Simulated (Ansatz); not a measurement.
Functionals compared on a constructed model of the (111) surface of fcc Al, a pseudomorphic layer of Cu in the host's stacking (bottom of the slab: a bare face, its two planes held), in Ansatz (plane waves, PAW). The structure was relaxed with PBE; the other rows are single points on it. Cutoff 420 eV (500 eV for r2SCAN).

Slab: 7 atoms, 13.7 Å thick at the start with caps and adatoms (thin: gaps and levels are the slab's own); k 15x15x1, smearing 0.1 eV, dipole-corrected; 2 atoms held, the rest relaxed; symmetry of the start imposed; no spin, no spin-orbit, no U. It is one candidate, not shown to be the stable structure of the face. These notes are the PBE run's.

```json
[
 {"functional": "PBE", "work function of the top face (eV)": "4.57", "rough cost of the single point": "–"},
 {"functional": "RPBE", "work function of the top face (eV)": "4.40", "rough cost of the single point": "very roughly 7 core-seconds"},
 {"functional": "r2SCAN", "work function of the top face (eV)": "___", "rough cost of the single point": "very roughly 19 core-seconds"}
]
```

Problem. What belongs in the gaps?

Solution. 
- r2SCAN, work function of the top face (eV): 4.60

Ansatz is a program for electronic structure.
